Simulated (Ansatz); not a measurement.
Input:

```yaml
crystal:
  lattice:
    - [5.19699, 0.00000, -0.00131]
    - [0.00000, 5.26073, 0.00000]
    - [-0.90611, 0.00000, 5.24787]
  atoms:
    - { symbol: Zr, position: [0.27596, 0.04349, 0.20959] }
    - { symbol: Zr, position: [0.72404, 0.54349, 0.29041] }
    - { symbol: Zr, position: [0.72404, 0.95651, 0.79041] }
    - { symbol: Zr, position: [0.27596, 0.45651, 0.70959] }
    - { symbol: O, position: [0.06787, 0.33318, 0.34342] }
    - { symbol: O, position: [0.93213, 0.83318, 0.15658] }
    - { symbol: O, position: [0.93213, 0.66682, 0.65658] }
    - { symbol: O, position: [0.06787, 0.16682, 0.84342] }
    - { symbol: O, position: [0.45073, 0.75732, 0.47775] }
    - { symbol: O, position: [0.54927, 0.25732, 0.02225] }
    - { symbol: O, position: [0.54927, 0.24268, 0.52225] }
    - { symbol: O, position: [0.45073, 0.74268, 0.97775] }
```

No spin polarisation.

The values are results of PBE/PAW in Ansatz (a program for electronic structure), no SOC, earlier PAW set, not measurements. k-mesh 5×5×5 (Γ-centred); smearing 0.05 eV (Fermi–Dirac).

Predict the smallest direct gap, valence-band top at Γ, band gap and width of the top valence band.

The smallest direct gap comes out as 3.69 eV, the valence-band top at Γ (three highest levels, from the VBM) is 0.00, -0.21, -0.55 eV and the band gap is 3.62 eV. The width of the top valence band comes out as 0.69 eV.

Load acts through the strain it causes; cell and atoms are relaxed under it. Stability under load was not tested beyond the relaxation. The cell was made from ZrO2 (space group P2_1/c, No. 14) by this change: uniaxial stress, 2 GPa compression along z.
